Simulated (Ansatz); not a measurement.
For HgS (model structure, started from the cinnabar type, P3₂21, No. 154, 6 atoms in the cell), PBEsol (Ansatz, a quantum-chemistry and plane-wave program, PAW) gives:

lattice constant a: 4.140 Å
c axis length: 9.409 Å
cohesive energy: 2.15 eV/atom

Problem. What does PBE-D3(BJ) in Ansatz (plane waves, PAW) give for the same quantities?

Solution. 
- lattice constant a: 4.164 Å (grows by 0.6 %)
- lattice parameter c: 9.506 Å (rises by 1.0 %)
- cohesive energy: 2.09 eV/atom (falls by 0.06 eV/atom)

Changes are worked out from the printed values.

Unless a cell is named, each level is at its own relaxed cell (PBEsol 23.28, PBE-D3(BJ) 23.78 Å³/atom).

Levels without +SOC leave out spin–orbit coupling, which shifts energies and cells of such heavy elements.

Ansatz's density-functional and Hartree–Fock values are scalar-relativistic unless marked +SOC, with PAW data made under PBE.

A model structure was made by putting elements into a prototype or built by hand; here it ended with the formula and space group of a phase in our tables.
